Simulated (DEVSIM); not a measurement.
Device: Schottky contact on p-type Si, at 300 K.

Layer 1 from the left is Si, thickness (μm) 6.80, Na (cm⁻³) 1.9e16, τn (s) 0.00017, τp (s) 0.00017. Layer 2 from the left is Si, thickness (μm) 6.40, Na (cm⁻³) 1.2e18, τn (s) 0.00017, τp (s) 0.00017.

Left contact: Schottky, work function 4.694 eV, emission velocity 7.8e6 cm/s. Right contact: ohmic. Voltage is applied to the left contact. Recombination: SRH at mid-gap, Auger. Mobility is μmin + (μ − μmin)/(1 + (N/Nref)^α).

Constants are typed, rounded textbook-type inputs, not results; the design itself was drawn at random and stands for no fabricated device. Values at 300 K.

Si: gap (eV) 1.124, affinity (eV) 4.05, permittivity 11.7, Nc (cm⁻³) 2.86e19, Nv (cm⁻³) 3.1e19, μn (cm²/Vs) 1417, μp (cm²/Vs) 470, μn,min 52, μp,min 45, Nref,n 9.7e16, Nref,p 2.2e17, αn 0.68, αp 0.72, Cn (cm⁶/s) 2.8e-31, Cp (cm⁶/s) 9.9e-32.

DEVSIM, 1D drift-diffusion, Boltzmann statistics, complete ionisation; no tunnelling, impact ionisation, image-force lowering or self-heating. Metal contacts follow the ideal Schottky-Mott rule: no Fermi-level pinning, no interface dipoles.

Problem. What does the simulation give for the dark forward voltage at 100 A/cm², the potential step across the device at zero bias?

Solution. dark forward voltage at 100 A/cm² 0.223 V; potential step across the device at zero bias 0.396 V.
